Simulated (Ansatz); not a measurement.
Ti3Ru (model structure, started from the Cu3Au type, Pm-3m, No. 221, 4 atoms in the cell) was calculated with LDA (Ansatz, a program for electronic structure, PAW).

Settings: plane-wave cutoff 520 eV, 14×14×14 k mesh, Fermi–Dirac smearing 0.05 eV, no spin polarisation, scalar-relativistic PAW data made under PBE.

Cell (relaxed at this level):

```cif
data_RuTi3
_chemical_formula_sum 'Ti3 Ru1'
_space_group_name_H-M_alt 'Pm-3m'
_space_group_IT_number 221
_space_group_name_Hall '-P 4 2 3'
_cell_length_a 3.91242
_cell_length_b 3.91242
_cell_length_c 3.91242
_cell_angle_alpha 90.000
_cell_angle_beta 90.000
_cell_angle_gamma 90.000
loop_
_atom_site_label
_atom_site_type_symbol
_atom_site_symmetry_multiplicity
_atom_site_Wyckoff_symbol
_atom_site_fract_x
_atom_site_fract_y
_atom_site_fract_z
_atom_site_occupancy
Ti1 Ti 3 c 0.00000 0.50000 0.50000 1
Ru1 Ru 1 a 0.00000 0.00000 0.00000 1
```

Question: Give the computed bulk modulus.

Answer: 
* **bulk modulus**: 172 GPa

Note: the run has no spin polarisation, so it can have missed a magnetic state; the bulk modulus is −V dP/dV from two relaxed cells at ±2 % in volume; the relaxation could raise the start's symmetry but not lower it, so the cell can be a saddle point.

The computed numbers hold no vibrational or temperature effects.

Computing time: roughly 80 core-seconds.

A model structure was made by putting elements into a prototype or built by hand; it is no filed structure, need not be a known phase, and can be a saddle point held by its symmetry.
